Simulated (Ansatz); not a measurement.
## A computed series for hypothetical simple cubic Ni: pressure series

Consider Ni in the simple cubic structure (space group Pm-3m, No. 221; a = 2.330 Å; ferromagnetic; a hypothetical phase, not in the database extracts checked).

Cell and atoms are relaxed at each pressure.

Computed with PBE, PAW, 420 eV (Ansatz, a quantum-chemistry and plane-wave program; without spin-orbit coupling).

```
change            lattice parameter a  largest site moment
----------------  -------------------  -------------------
base                       4.403 bohr              0.59 μB
pressure −2 GPa            4.425 bohr              0.62 μB
pressure −1 GPa            4.414 bohr              0.60 μB
pressure 0.3 GPa           4.400 bohr              0.59 μB
pressure 0.7 GPa           4.395 bohr              0.58 μB
pressure 1.5 GPa           4.387 bohr              0.57 μB
pressure 3 GPa             4.372 bohr              0.55 μB
pressure 5 GPa             4.354 bohr              0.53 μB
pressure 7.5 GPa           4.332 bohr              0.51 μB
pressure 10 GPa            4.313 bohr              0.49 μB
```

Other magnetic orders, which the real material may have, were not ruled out. Load acts through the strain it causes; cell and atoms are relaxed under it. Stability against distortions was not tested. Competing high-pressure phases were not computed.
